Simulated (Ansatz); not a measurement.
Zr7N4O8 (P1, No. 1, 19 atoms in the cell; start mp-561974), treated with LDA in Ansatz (PAW).

Settings: plane-wave cutoff 520 eV, 6×6×6 k mesh, Fermi–Dirac smearing 0.01 eV, scalar-relativistic PAW data made under PBE.

Cell (relaxed with PBEsol):

```
CELL_PARAMETERS angstrom
      6.17295     0.00252    -0.00415
     -0.99189     6.10954    -0.00392
     -1.01299    -1.23941     6.06567
ATOMIC_POSITIONS crystal
  Zr 0.39800 0.70147 0.87051
  Zr 0.99616 0.00902 0.01287
  Zr 0.13512 0.60002 0.31924
  Zr 0.31068 0.12761 0.59471
  Zr 0.70503 0.86758 0.38282
  Zr 0.85604 0.38157 0.70283
  Zr 0.61627 0.29309 0.14303
  N  0.57986 0.17803 0.43573
  N  0.67177 0.93179 0.06327
  N  0.07396 0.92264 0.32468
  N  0.93831 0.33926 0.06881
  O  0.81727 0.56748 0.43108
  O  0.57141 0.43608 0.82493
  O  0.17292 0.41378 0.57577
  O  0.91419 0.05892 0.68090
  O  0.42480 0.58161 0.18132
  O  0.42765 0.80735 0.57984
  O  0.32383 0.09127 0.92368
  O  0.06656 0.69115 0.88406
```

Q: Give the computed band gap and smallest direct gap on the k points sampled.

A: 
- band gap = 2.80 eV
- smallest direct gap on the k points sampled = 2.84 eV

Note: cell and atoms aren't relaxed at this level (pressure -4.9 GPa).

Spin–orbit coupling is not included.

The result took about 2.6 core-minutes (a rough figure).

A start named mp-… is a Materials Project structure, which need not be a measured phase.

Ansatz is an electronic-structure program.
